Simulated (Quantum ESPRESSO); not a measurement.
Quantum ESPRESSO is run on HgTe (F-43m, 2 atoms in the cell), and the run fails. The aim is a zone-centre phonon calculation with DFT, PBE, plane waves, GBRV 1.5 ultrasoft (PBE) pseudopotentials.

The self-consistent step had converged with these keywords: prefix = (default); ecutwfc = 40 Ry; ecutrho = 200 Ry; occupations = smearing; smearing = marzari-vanderbilt; degauss = 0.0036749 Ry; potentials = {Hg: hg_pbe_v1.uspp.F.UPF, Te: te_pbe_v1.uspp.F.UPF}; K_POINTS = automatic 11 11 11 0 0 0; conv_thr = 1e-10 Ry; mixing_beta = 0.4. The next shown step is ph.x.

This input was run:

```fortran
phonons at the zone centre
&INPUTPH
    outdir = './tmp/',
    tr2_ph = 1.0d-14,
    fildyn = 'dyn.G',
    prefix = 'calc',
/
0.0 0.0 0.0
```

The program printed (abridged):

```
     Reading xml data from directory:

     ./tmp/calc.save/
     Message from routine qexsd_readschema :
     xml data file ./tmp/calc.save/data-file-schema.xml not found

 %%%%%%%%%%%%%%%%%%%%%%%%%%%%%%%%%%%%%%%%%%%%%%%%%%%%%%%%%%%%%%%%%%%%%%%%%%%%%%
     Error in routine read_xml_file (1):
     fatal error reading xml file
 %%%%%%%%%%%%%%%%%%%%%%%%%%%%%%%%%%%%%%%%%%%%%%%%%%%%%%%%%%%%%%%%%%%%%%%%%%%%%%

     stopping ...
```

Question: From the messages shown, name the fault and mend the input.

Answer: The fault is another prefix in a later step of the chain. A later step finds the saved data by prefix and folder. To fix it, use one prefix throughout. The program stopped in the step ph.x before computing anything there.

On the sound input: the starting cell comes from a database of computed structures (which also holds hypothetical and non-ambient phases and stackings), without a prior relaxation at this level. Its lattice was rescaled by a random factor within 2.5 % of one. The run gives no clean gap (levels at the Fermi energy touch, overlap or are partly filled at this smearing), which alone does not show that the compound is a metal.
